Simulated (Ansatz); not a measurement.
## Si well of 16 atomic layers along [001] in random Si0.5Ge0.5, 5 % Ge through the well

Prepared with Tersoff's 1989 multicomponent potential (SiCGe.tersoff) run with LAMMPS: minimisation. Geometry as solved with PBE, support functions at accuracy medium on the grid of 370 eV in Ansatz (a first-principles code).

```xyz
720
Lattice="16.85 0.00 0.00 0.00 16.85 0.00 0.00 0.00 55.32" Properties=species:S:1:pos:R:3 pbc="T T T"
Si     0.02     0.00    -0.01
Ge     1.43     1.39     1.37
Si     2.81     2.81    -0.02
Ge     4.18     4.19     1.43
Ge     2.81    -0.08     2.83
Ge     4.25     1.40     4.24
Ge     0.03     2.85     2.82
Si     1.43     4.25     4.21
Si     0.00    -0.05     5.61
Ge     1.34     1.42     7.02
Ge     2.80     2.86     5.63
Si     4.19     4.23     7.08
Ge     2.84     0.03     8.43
Si     4.24     1.41     9.84
Si    -0.03     2.85     8.43
Ge     1.40     4.24     9.82
Si     0.00     0.03    11.27
Si     1.37     1.38    12.66
Ge     2.80     2.77    11.24
Ge     4.21     4.25    12.65
Ge     2.78    -0.03    14.06
Ge     4.21     1.40    15.49
Si     0.02     2.78    14.02
Ge     1.39     4.21    15.44
Si     0.02    -0.01    16.86
Si     1.41     1.41    18.20
Si     2.80     2.82    16.87
Si     4.22     4.21    18.20
Si     2.81     0.00    19.55
Si     4.21     1.40    20.89
Si     0.00     2.81    19.55
Si     1.41     4.21    20.89
Si     0.01     0.01    22.23
Si     1.41     1.41    23.58
Si     2.81     2.81    22.24
Si     4.21     4.21    23.58
Si     2.81     0.00    24.92
Si     4.21     1.40    26.27
Si     0.01     2.81    24.92
Si     1.41     4.22    26.26
Si    -0.01     0.00    27.61
Si     1.38     1.43    28.94
Si     2.81     2.81    27.61
Si     4.21     4.21    28.96
Ge     2.81     0.00    30.31
Si     4.23     1.43    31.67
Si    -0.01     2.81    30.31
Si     1.40     4.21    31.66
Si     0.00     0.00    33.02
Si     1.40     1.42    34.37
Si     2.81     2.81    33.01
Si     4.23     4.20    34.34
Si     2.79     0.02    35.73
Si     4.24     1.39    37.05
Si    -0.02     2.82    35.71
Si     1.36     4.22    37.07
Ge    -0.06    -0.03    38.41
Ge     1.39     1.39    39.83
Ge     2.82     2.82    38.41
Ge     4.24     4.25    39.86
Ge     2.84     0.01    41.25
Ge     4.27     1.47    42.65
Ge    -0.01     2.80    41.30
Si     1.43     4.24    42.64
Si    -0.05     0.03    44.04
Ge     1.42     1.43    45.38
Si     2.83     2.88    44.03
Si     4.21     4.21    45.44
Ge     2.79    -0.01    46.86
Ge     4.22     1.45    48.29
Ge     0.05     2.86    46.86
Si     1.48     4.23    48.25
Si     0.04     0.00    49.65
Si     1.38     1.42    51.02
Si     2.79     2.84    49.69
Si     4.20     4.18    51.07
Ge     2.80     0.01    52.42
Ge     4.21     1.45    53.87
Si     0.04     2.76    52.45
Ge     1.40     4.17    53.88
Ge    -0.06     5.60    -0.02
Ge     1.40     7.01     1.41
Ge     2.87     8.43    -0.01
Si     4.25     9.81     1.43
Si     2.78     5.61     2.83
Ge     4.19     7.06     4.18
Ge    -0.03     8.46     2.85
Si     1.39     9.85     4.25
Ge    -0.02     5.59     5.63
Ge     1.44     7.03     7.03
Si     2.77     8.46     5.58
Ge     4.16     9.84     7.01
Si     2.86     5.63     8.45
Si     4.23     6.96     9.87
Si     0.02     8.41     8.42
Ge     1.42     9.81     9.80
Si     0.02     5.63    11.26
Si     1.38     7.00    12.68
Ge     2.83     8.39    11.28
Si     4.23     9.85    12.65
Si     2.77     5.63    14.03
Ge     4.18     6.99    15.46
Si     0.01     8.36    14.08
Ge     1.40     9.81    15.45
Si    -0.02     5.63    16.84
Si     1.40     7.01    18.20
Si     2.80     8.42    16.88
Si     4.21     9.83    18.21
Si     2.81     5.61    19.54
Si     4.21     7.02    20.89
Si     0.00     8.42    19.55
Si     1.40     9.83    20.89
Si     0.00     5.62    22.23
Si     1.41     7.02    23.58
Si     2.81     8.42    22.24
Si     4.21     9.82    23.58
Si     2.81     5.62    24.92
Si     4.21     7.02    26.27
Si     0.00     8.42    24.93
Si     1.40     9.82    26.27
Si     0.00     5.61    27.61
Si     1.40     7.01    28.95
Si     2.80     8.42    27.61
Si     4.21     9.82    28.95
Si     2.80     5.61    30.31
Si     4.21     7.00    31.65
Si    -0.03     8.39    30.28
Ge     1.40     9.83    31.65
Si    -0.01     5.62    32.99
Si     1.38     7.04    34.32
Si     2.83     8.40    33.01
Si     4.21     9.82    34.36
Ge     2.81     5.63    35.71
Si     4.24     7.05    37.10
Si     0.00     8.42    35.70
Si     1.43     9.78    37.06
Si     0.02     5.64    38.44
Si     1.41     7.00    39.83
Si     2.80     8.40    38.46
Si     4.15     9.81    39.82
Si     2.77     5.62    41.24
Ge     4.21     6.98    42.66
Si     0.00     8.38    41.19
Ge     1.42     9.79    42.60
Si     0.02     5.61    43.98
Ge     1.42     6.96    45.42
Si     2.81     8.40    44.04
Ge     4.24     9.78    45.43
Si     2.84     5.57    46.84
Ge     4.18     7.03    48.26
Ge    -0.03     8.38    46.84
Ge     1.40     9.78    48.30
Ge     0.06     5.64    49.64
Si     1.45     7.04    51.06
Si     2.81     8.43    49.71
Si     4.17     9.82    51.09
Ge     2.84     5.62    52.47
Si     4.23     7.01    53.90
Ge     0.02     8.39    52.48
Ge     1.42     9.86    53.89
Ge    -0.02    11.28     0.02
Si     1.40    12.68     1.42
Si     2.80    14.03     0.04
Si     4.20    15.37     1.41
Ge     2.79    11.21     2.79
Ge     4.20    12.69     4.20
Si     0.04    14.01     2.86
Si     1.39    15.40     4.26
Si     0.06    11.27     5.60
Si     1.43    12.65     7.00
Si     2.80    14.07     5.65
Si     4.20    15.46     6.99
Si     2.77    11.26     8.39
Ge     4.21    12.59     9.83
Ge     0.00    14.05     8.40
Ge     1.40    15.48     9.87
Ge     0.01    11.23    11.26
Ge     1.44    12.62    12.71
Ge     2.85    14.06    11.29
Si     4.24    15.44    12.69
Si     2.84    11.18    14.05
Ge     4.21    12.63    15.44
Ge     0.00    14.04    14.13
Si     1.40    15.45    15.52
Si    -0.02    11.25    16.84
Si     1.40    12.63    18.18
Si     2.80    14.05    16.84
Si     4.21    15.43    18.20
Si     2.80    11.23    19.54
Si     4.21    12.63    20.88
Si     0.00    14.04    19.53
Si     1.40    15.44    20.88
Si     0.00    11.23    22.23
Si     1.41    12.63    23.58
Si     2.81    14.04    22.23
Si     4.21    15.44    23.58
Si     2.81    11.23    24.92
Si     4.21    12.63    26.27
Si     0.00    14.04    24.92
Si     1.41    15.45    26.27
Si     0.01    11.22    27.62
Si     1.41    12.64    28.96
Si     2.81    14.04    27.60
Si     4.24    15.42    28.94
Si     2.84    11.25    30.28
Si     4.21    12.64    31.66
Si    -0.01    14.03    30.32
Si     1.37    15.42    31.69
Si    -0.04    11.25    33.03
Si     1.39    12.61    34.37
Si     2.78    14.00    33.00
Ge     4.21    15.44    34.36
Si     2.80    11.20    35.70
Si     4.21    12.61    37.02
Si    -0.01    14.03    35.70
Si     1.39    15.44    37.03
Ge     0.01    11.21    38.44
Si     1.42    12.60    39.83
Ge     2.80    14.01    38.42
Ge     4.27    15.45    39.82
Si     2.80    11.21    41.18
Ge     4.21    12.63    42.57
Ge    -0.02    14.01    41.19
Ge     1.35    15.48    42.64
Ge    -0.05    11.22    44.03
Ge     1.36    12.66    45.49
Ge     2.79    14.04    44.03
Ge     4.25    15.47    45.41
Ge     2.81    11.21    46.87
Ge     4.21    12.67    48.28
Si    -0.04    14.09    46.88
Si     1.37    15.44    48.27
Ge    -0.02    11.29    49.65
Ge     1.47    12.66    51.07
Si     2.80    14.11    49.64
Si     4.20    15.46    51.00
Si     2.83    11.21    52.46
Ge     4.16    12.63    53.90
Ge    -0.01    14.00    52.52
Ge     1.42    15.44    53.94
Ge     5.56    -0.03     0.01
Ge     7.00     1.40     1.41
Ge     8.43     2.79    -0.05
Ge     9.83     4.24     1.42
Ge     8.47    -0.01     2.82
Si     9.83     1.44     4.22
Si     5.62     2.80     2.82
Ge     7.03     4.19     4.21
Si     5.62     0.00     5.67
Si     7.02     1.40     7.00
Si     8.42     2.75     5.61
Ge     9.84     4.14     7.03
Ge     8.46     0.04     8.42
Si     9.85     1.44     9.86
Ge     5.64     2.82     8.44
Si     7.03     4.20     9.89
Ge     5.61     0.03    11.29
Si     7.05     1.45    12.63
Si     8.42     2.80    11.23
Si     9.78     4.18    12.61
Ge     8.40     0.01    14.03
Ge     9.84     1.41    15.49
Ge     5.66     2.82    14.07
Si     7.03     4.21    15.50
Si     5.62    -0.02    16.88
Si     7.02     1.40    18.20
Si     8.41     2.83    16.87
Si     9.83     4.21    18.21
Si     8.43     0.00    19.54
Si     9.83     1.40    20.89
Si     5.61     2.80    19.55
Si     7.02     4.21    20.89
Si     5.62     0.00    22.23
Si     7.02     1.41    23.58
Si     8.42     2.81    22.23
Si     9.83     4.21    23.58
Si     8.42     0.01    24.92
Si     9.82     1.42    26.27
Si     5.61     2.81    24.92
Si     7.02     4.21    26.27
Si     5.62     0.00    27.61
Si     7.02     1.40    28.96
Si     8.42     2.82    27.62
Si     9.83     4.22    28.96
Si     8.42     0.00    30.31
Si     9.83     1.41    31.65
Si     5.62     2.82    30.31
Si     7.03     4.22    31.65
Si     5.64     0.03    32.98
Si     7.02     1.43    34.33
Si     8.43     2.82    33.00
Si     9.83     4.22    34.36
Ge     8.43    -0.01    35.71
Si     9.83     1.46    37.07
Si     5.62     2.81    35.70
Si     7.01     4.20    37.07
Si     5.65     0.03    38.44
Si     7.02     1.41    39.84
Si     8.39     2.78    38.43
Ge     9.77     4.20    39.83
Si     8.36     0.00    41.24
Ge     9.80     1.39    42.65
Si     5.68     2.83    41.23
Si     7.02     4.21    42.65
Si     5.66     0.01    44.01
Ge     7.02     1.42    45.44
Si     8.40     2.84    44.02
Ge     9.83     4.21    45.45
Si     8.45     0.06    46.86
Si     9.86     1.40    48.21
Si     5.58     2.83    46.80
Ge     7.02     4.22    48.16
Si     5.60     0.00    49.67
Ge     6.98     1.41    51.07
Ge     8.43     2.79    49.60
Ge     9.82     4.24    51.05
Ge     8.45     0.00    52.50
Si     9.85     1.37    53.92
Si     5.60     2.84    52.45
Ge     7.03     4.24    53.83
Ge     5.62     5.64     0.01
Si     7.01     7.01     1.46
Ge     8.41     8.36     0.00
Ge     9.78     9.85     1.41
Si     8.42     5.64     2.82
Si     9.81     6.97     4.22
Si     5.64     8.44     2.78
Si     7.02     9.82     4.15
Ge     5.57     5.60     5.65
Ge     7.01     7.03     7.06
Ge     8.41     8.42     5.57
Ge     9.84     9.80     7.05
Ge     8.43     5.59     8.48
Si     9.84     7.02     9.83
Ge     5.57     8.44     8.50
Si     6.98     9.84     9.90
Si     5.64     5.61    11.22
Si     7.00     6.98    12.62
Ge     8.40     8.40    11.23
Ge     9.83     9.87    12.63
Ge     8.39     5.58    14.03
Ge     9.81     7.01    15.49
Ge     5.62     8.42    14.01
Ge     7.02     9.83    15.49
Si     5.63     5.59    16.85
Si     7.01     7.01    18.20
Si     8.42     8.42    16.89
Si     9.82     9.84    18.21
Si     8.42     5.62    19.55
Si     9.83     7.02    20.88
Si     5.61     8.42    19.55
Si     7.01     9.82    20.89
Si     5.61     5.61    22.23
Si     7.02     7.01    23.58
Si     8.42     8.42    22.23
Si     9.82     9.82    23.58
Si     8.42     5.61    24.92
Si     9.83     7.02    26.27
Si     5.62     8.42    24.92
Si     7.02     9.82    26.27
Si     5.62     5.61    27.61
Si     7.02     7.02    28.96
Si     8.42     8.42    27.61
Si     9.84     9.82    28.95
Si     8.43     5.62    30.31
Si     9.84     7.02    31.67
Si     5.59     8.40    30.29
Ge     7.03     9.83    31.67
Si     5.63     5.61    32.99
Si     7.01     7.00    34.36
Si     8.45     8.40    33.05
Si     9.85     9.83    34.36
Si     8.41     5.60    35.71
Si     9.81     7.05    37.02
Si     5.62     8.42    35.71
Si     7.04     9.80    37.04
Si     5.63     5.62    38.41
Ge     7.05     7.01    39.80
Si     8.43     8.42    38.39
Ge     9.80     9.86    39.79
Si     8.38     5.58    41.26
Ge     9.82     6.94    42.63
Ge     5.60     8.46    41.22
Si     7.05     9.84    42.60
Si     5.63     5.56    44.07
Si     6.99     6.97    45.45
Ge     8.38     8.39    44.03
Ge     9.85     9.81    45.45
Si     8.44     5.67    46.82
Si     9.83     7.02    48.24
Si     5.62     8.35    46.83
Ge     7.01     9.76    48.24
Ge     5.61     5.58    49.67
Ge     7.07     7.03    51.06
Si     8.48     8.42    49.64
Si     9.83     9.82    51.03
Si     8.46     5.65    52.49
Si     9.83     6.98    53.90
Ge     5.58     8.42    52.48
Ge     7.02     9.83    53.90
Ge     5.62    11.26     0.05
Si     7.02    12.65     1.46
Ge     8.45    14.00     0.02
Si     9.87    15.44     1.39
Si     8.36    11.24     2.81
Ge     9.79    12.66     4.19
Si     5.62    14.05     2.78
Ge     7.00    15.44     4.25
Ge     5.65    11.22     5.58
Ge     7.07    12.65     7.01
Si     8.44    14.07     5.63
Si     9.80    15.44     7.01
Ge     8.42    11.21     8.52
Si     9.82    12.64     9.89
Ge     5.60    14.06     8.40
Ge     7.05    15.44     9.86
Si     5.63    11.22    11.28
Si     6.99    12.67    12.62
Si     8.43    14.00    11.25
Ge     9.86    15.42    12.63
Ge     8.41    11.31    14.06
Si     9.86    12.67    15.47
Si     5.61    14.03    14.01
Ge     7.00    15.41    15.46
Si     5.61    11.24    16.87
Si     7.03    12.63    18.19
Si     8.45    14.02    16.85
Si     9.83    15.44    18.20
Si     8.41    11.23    19.55
Si     9.82    12.63    20.89
Si     5.62    14.03    19.54
Si     7.02    15.44    20.88
Si     5.61    11.23    22.24
Si     7.02    12.63    23.58
Si     8.42    14.04    22.23
Si     9.81    15.45    23.57
Si     8.42    11.23    24.92
Si     9.81    12.63    26.28
Si     5.61    14.04    24.92
Si     7.02    15.44    26.26
Si     5.62    11.23    27.61
Si     7.02    12.64    28.96
Si     8.42    14.04    27.62
Si     9.82    15.45    28.97
Si     8.45    11.25    30.28
Si     9.84    12.64    31.65
Si     5.63    14.04    30.31
Si     7.03    15.45    31.65
Si     5.60    11.26    33.04
Si     7.03    12.64    34.37
Si     8.43    14.03    33.00
Si     9.86    15.42    34.33
Si     8.43    11.23    35.71
Si     9.83    12.64    37.05
Si     5.64    14.02    35.74
Si     7.02    15.42    37.11
Ge     5.59    11.19    38.43
Ge     7.03    12.64    39.86
Si     8.44    14.03    38.43
Ge     9.80    15.44    39.87
Si     8.42    11.22    41.24
Ge     9.82    12.64    42.64
Si     5.65    14.07    41.25
Si     7.01    15.46    42.63
Ge     5.67    11.24    44.01
Si     7.06    12.67    45.40
Si     8.39    14.08    44.01
Ge     9.79    15.48    45.42
Ge     8.40    11.26    46.83
Ge     9.81    12.62    48.34
Ge     5.68    14.04    46.83
Ge     7.07    15.49    48.29
Ge     5.62    11.21    49.71
Si     7.03    12.65    51.06
Si     8.41    14.05    49.72
Si     9.79    15.43    51.07
Ge     8.45    11.25    52.45
Si     9.84    12.62    53.89
Ge     5.58    14.04    52.42
Ge     7.01    15.42    53.90
Si    11.21     0.02     0.02
Si    12.56     1.41     1.41
Ge    14.03     2.79     0.05
Si    15.44     4.20     1.42
Ge    14.01     0.01     2.77
Ge    15.45     1.39     4.24
Si    11.21     2.78     2.82
Ge    12.59     4.20     4.22
Ge    11.21     0.03     5.65
Si    12.61     1.40     7.08
Ge    14.01     2.80     5.70
Si    15.42     4.21     7.07
Ge    14.06    -0.01     8.41
Ge    15.45     1.45     9.87
Si    11.26     2.77     8.48
Si    12.65     4.17     9.82
Si    11.22     0.05    11.24
Si    12.61     1.42    12.60
Si    13.99     2.81    11.25
Ge    15.44     4.21    12.65
Ge    13.97     0.01    14.05
Ge    15.46     1.41    15.46
Ge    11.23     2.83    14.00
Ge    12.67     4.23    15.47
Si    11.25    -0.03    16.85
Si    12.64     1.39    18.19
Si    14.05     2.81    16.87
Si    15.44     4.22    18.20
Si    14.05     0.01    19.54
Si    15.45     1.41    20.89
Si    11.23     2.80    19.54
Si    12.63     4.21    20.88
Si    11.23     0.00    22.24
Si    12.63     1.41    23.57
Si    14.04     2.81    22.23
Si    15.44     4.21    23.58
Si    14.06     0.03    24.90
Si    15.44     1.41    26.26
Si    11.23     2.81    24.93
Si    12.63     4.21    26.27
Si    11.21     0.04    27.65
Si    12.64     1.42    28.98
Si    14.04     2.81    27.62
Si    15.43     4.22    28.97
Si    14.04     0.00    30.31
Si    15.44     1.41    31.66
Si    11.23     2.82    30.32
Si    12.63     4.21    31.67
Si    11.23     0.00    32.99
Si    12.62     1.40    34.34
Si    14.03     2.81    33.01
Si    15.44     4.22    34.35
Si    14.02     0.00    35.69
Si    15.40     1.42    37.03
Si    11.23     2.81    35.69
Si    12.65     4.19    37.04
Ge    11.25     0.04    38.44
Si    12.68     1.44    39.81
Si    14.03     2.80    38.41
Ge    15.45     4.21    39.81
Ge    14.03     0.00    41.23
Si    15.40     1.40    42.69
Ge    11.27     2.81    41.24
Si    12.65     4.20    42.68
Si    11.24     0.01    44.04
Si    12.60     1.43    45.41
Si    14.00     2.78    44.03
Ge    15.44     4.21    45.38
Ge    14.04     0.01    46.78
Ge    15.46     1.40    48.26
Si    11.24     2.78    46.84
Si    12.57     4.18    48.24
Ge    11.20     0.00    49.68
Si    12.61     1.40    51.07
Ge    13.98     2.81    49.67
Ge    15.48     4.19    51.09
Ge    14.02     0.02    52.45
Ge    15.48     1.40    53.90
Ge    11.22     2.78    52.49
Ge    12.62     4.23    53.93
Si    11.20     5.63    -0.03
Ge    12.62     7.02     1.35
Ge    14.06     8.48    -0.04
Si    15.43     9.87     1.42
Ge    14.05     5.61     2.80
Si    15.44     7.00     4.22
Ge    11.20     8.41     2.84
Ge    12.68     9.84     4.21
Si    11.18     5.60     5.62
Ge    12.61     6.96     7.07
Ge    14.06     8.38     5.63
Ge    15.52     9.84     7.01
Si    14.03     5.54     8.45
Ge    15.46     6.99     9.81
Si    11.20     8.38     8.46
Ge    12.57     9.83     9.85
Ge    11.21     5.56    11.22
Ge    12.66     6.96    12.68
Ge    14.03     8.41    11.25
Ge    15.47     9.80    12.70
Si    14.10     5.63    14.10
Si    15.46     7.02    15.47
Ge    11.23     8.43    14.07
Ge    12.64     9.85    15.51
Si    11.23     5.61    16.87
Si    12.64     7.02    18.19
Si    14.07     8.40    16.85
Si    15.45     9.82    18.20
Si    14.04     5.62    19.55
Si    15.44     7.02    20.89
Si    11.24     8.42    19.53
Si    12.64     9.82    20.88
Si    11.23     5.61    22.23
Si    12.63     7.02    23.58
Si    14.04     8.43    22.24
Si    15.45     9.82    23.58
Si    14.04     5.62    24.92
Si    15.44     7.02    26.27
Si    11.23     8.42    24.92
Si    12.64     9.82    26.27
Si    11.23     5.62    27.62
Si    12.63     7.02    28.97
Si    14.03     8.42    27.62
Si    15.43     9.82    28.96
Si    14.03     5.61    30.31
Si    15.43     7.01    31.65
Si    11.23     8.42    30.31
Si    12.64     9.82    31.67
Si    11.24     5.62    33.02
Si    12.64     7.02    34.37
Si    14.04     8.42    33.02
Si    15.43     9.83    34.37
Si    14.05     5.62    35.72
Si    15.46     7.03    37.07
Si    11.25     8.44    35.71
Si    12.64     9.84    37.08
Ge    11.22     5.62    38.39
Ge    12.67     7.04    39.80
Si    14.08     8.45    38.42
Si    15.46     9.77    39.83
Ge    14.05     5.62    41.28
Si    15.51     7.02    42.62
Ge    11.20     8.42    41.22
Ge    12.62     9.84    42.65
Si    11.25     5.57    44.04
Ge    12.60     7.01    45.45
Ge    14.09     8.40    44.04
Si    15.44     9.81    45.46
Ge    14.02     5.59    46.88
Si    15.43     7.00    48.26
Si    11.22     8.42    46.88
Si    12.59     9.82    48.24
Si    11.20     5.59    49.58
Ge    12.59     6.98    51.02
Ge    14.02     8.43    49.62
Ge    15.41     9.85    51.09
Ge    14.05     5.64    52.50
Si    15.44     7.04    53.89
Ge    11.20     8.42    52.49
Si    12.64     9.84    53.86
Ge    11.24    11.22    -0.04
Ge    12.65    12.63     1.44
Ge    14.07    14.02    -0.03
Ge    15.52    15.43     1.41
Si    14.10    11.24     2.82
Si    15.50    12.60     4.20
Si    11.20    14.05     2.77
Ge    12.61    15.42     4.20
Ge    11.25    11.27     5.64
Si    12.64    12.66     7.03
Ge    14.08    14.01     5.62
Si    15.47    15.46     6.99
Ge    14.01    11.23     8.41
Ge    15.39    12.66     9.87
Ge    11.19    14.03     8.43
Ge    12.62    15.46     9.87
Si    11.24    11.30    11.26
Si    12.62    12.67    12.66
Si    13.99    14.04    11.28
Ge    15.43    15.44    12.64
Ge    14.04    11.28    14.07
Si    15.42    12.65    15.52
Si    11.26    14.03    14.08
Si    12.61    15.42    15.46
Si    11.20    11.26    16.86
Si    12.63    12.65    18.20
Si    14.02    14.05    16.84
Si    15.44    15.44    18.19
Si    14.03    11.23    19.53
Si    15.45    12.63    20.87
Si    11.23    14.04    19.55
Si    12.64    15.45    20.89
Si    11.21    11.20    22.20
Ge    12.64    12.63    23.57
Si    14.07    14.06    22.21
Si    15.46    15.45    23.57
Si    14.07    11.20    24.95
Si    15.46    12.63    26.28
Si    11.18    14.04    24.93
Ge    12.63    15.45    26.28
Si    11.24    11.23    27.61
Si    12.64    12.62    28.97
Si    14.06    14.01    27.64
Si    15.45    15.44    28.97
Si    14.03    11.22    30.32
Si    15.43    12.64    31.66
Si    11.24    14.04    30.31
Si    12.64    15.45    31.65
Si    11.23    11.23    33.00
Si    12.64    12.63    34.35
Si    14.03    14.04    33.00
Si    15.43    15.44    34.35
Si    14.03    11.24    35.71
Si    15.43    12.65    37.06
Si    11.24    14.03    35.70
Si    12.65    15.44    37.04
Si    11.23    11.25    38.40
Ge    12.61    12.68    39.80
Si    14.04    14.06    38.40
Si    15.40    15.41    39.80
Ge    14.07    11.22    41.20
Si    15.43    12.63    42.61
Si    11.24    14.07    41.27
Si    12.59    15.47    42.64
Si    11.22    11.23    44.04
Ge    12.62    12.62    45.41
Ge    14.06    14.08    44.00
Si    15.48    15.45    45.43
Ge    14.04    11.21    46.87
Si    15.43    12.68    48.23
Ge    11.20    14.03    46.86
Ge    12.66    15.43    48.27
Si    11.24    11.17    49.67
Ge    12.66    12.60    51.05
Si    14.06    14.01    49.63
Ge    15.46    15.43    51.02
Si    14.02    11.22    52.52
Si    15.40    12.59    53.88
Ge    11.19    14.04    52.48
Ge    12.60    15.47    53.92
```
